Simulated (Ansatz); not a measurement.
O vacancy in corundum, relaxed from 3 sites or starts (the O site; the O site, a neighbour pushed 0.95 Å away from the vacancy; the O site, a neighbour pushed 0.95 Å away from the vacancy); at each charge the lowest end counts.

Calculation: PBE, PAW (plane waves to 420 eV; Ansatz, a quantum-chemistry and plane-wave program). Set-up: 120-site cell; 2×2×2 Γ-centred k-points; host gap 5.85 eV; charged states image-corrected; finite-size errors of tenths of an eV; flagged in the runs: for some of the defects a host whose relaxation on this sampling wasn't shown to rest.

```csv
charge,neighbours at the lowest end (Å),"corrected energy + q E_VBM, against the first (eV)"
+2,"Al 2.17, Al 2.17, Al 2.18, Al 2.18, O 2.44, O 2.44",0.00
+1,"Al 2.00, Al 2.00, Al 2.09, Al 2.09, O 2.48, O 2.48",2.44
0,"Al 1.77, Al 1.77, Al 2.01, Al 2.01",5.31
```

Charges from +2 to −1 were run. The lines E(q) + q E_F give the stable charge, which changes above the valence-band maximum at (+2/+1) at 2.44 eV; (+1/0) at 2.86 eV.
